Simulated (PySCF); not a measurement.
PySCF 2.14.0, BP86/def2-svp, df: W(O)(NMe)(F)(Br) (C[N]=[W](=[O])([F])[Br]), 9 atoms. The geometry is a generated start, not checked to be a minimum at this level.

```json
{
  "task": "energy",
  "method": "bp86",
  "basis": "def2-svp",
  "two_electron_scheme": "density fitting",
  "mol.max_memory": "3000 MB",
  "mf.max_cycle": "100",
  "mf.init_guess": "minao (default)",
  "mf.DIIS": "CDIIS (default)",
  "mf.diis_space": "8 (default)",
  "mf.conv_tol": "1e-09 (default)",
  "mf.grids.level": "3 (default)",
  "effective_core_potentials": "those of the basis set, past Kr",
  "basis_functions": "135",
  "grid_points": "130520"
}
```

```xyz
9

W      0.1999     0.9012     1.1882
O      1.8390     1.0405     1.5208
N     -0.1824    -0.1064    -0.2386
C     -0.1219    -0.9013    -1.4212
H      0.4107    -1.8406    -1.2244
H     -1.1273    -1.1418    -1.7883
H      0.4133    -0.3616    -2.2120
F     -0.6407     2.5645     1.0826
Br    -0.7905    -0.1545     3.0929
```

Charge 0 and multiplicity 1 are set for this test and not shown to be the ground state.

One run each on 2 threads, 1 BLAS thread. Values of level_shift (Hartree) tried: 0 (default), 0.1, 0.3, 1.

### Question
How does the count of Fock builds change with level_shift (Hartree), and where is it least?

### Answer
Fewest Fock builds, within one of each other: 0 (default) with 17, 0.1 with 17. The count rises to 61 at 1. All converge to one solution.

| level_shift (Hartree) | Fock builds | end |
|---|---|---|
| 0 (default) | 17 | same solution |
| 0.1 | 17 | same solution |
| 0.3 | 21 | same solution |
| 1 | 61 | same solution |
